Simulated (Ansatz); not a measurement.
Adsorption energy and surface dipole of N on the 1x1 (111) surface of fcc Al, one in a 2x1 cell, started at the site 'hollow Al-Al-Al over Al at depth 4.6 Å', worked from the runs' numbers; total energies count from the potentials' own zero.

Computed with PBE (plane waves to 420 eV, PAW; Ansatz, a quantum-chemistry and plane-wave program).

Set-up: 9 atoms, 7.0 Å thick at the start under the adsorbate (thin: gaps and levels are the slab's own); mesh 6x12x1; 0.1 eV smearing; dipole correction on; 4 atoms held, the rest relaxed; symmetry of the start imposed; spin-polarised, no spin-orbit, no U, no dispersion correction. The starting moment vanished. At the end it is bonded to 3 Al. In PBE it is, or lies within 0.03 eV of, the lowest of the starts that converged.

```json
[
 {"quantity": "slab with the adsorbate", "value": "-4683.661 eV"},
 {"quantity": "clean slab, same cell and mesh", "value": "-4298.510 eV"},
 {"quantity": "reference, ½ N2(g)", "value": "-384.013 eV"},
 {"quantity": "area of the cell", "value": "14.15 Å²"},
 {"quantity": "change of the step from the bottom to the top vacuum level", "value": "0.844 eV"}
]
```

What is the adsorption energy against this reference?

E(slab + adsorbate) − E(slab) − E(reference) = -1.14 eV, so in this state the adsorbate is more stable than in the reference, at a coverage of 7.07 a nm².

What dipole does adsorption add to the slab along the outward normal (Helmholtz relation, ε₀ = 0.005526 e/(V·Å))?

p = −ε₀·A·ΔV = -0.066 e·Å = -0.32 D; its negative end points to the vacuum, which raises the vacuum level.
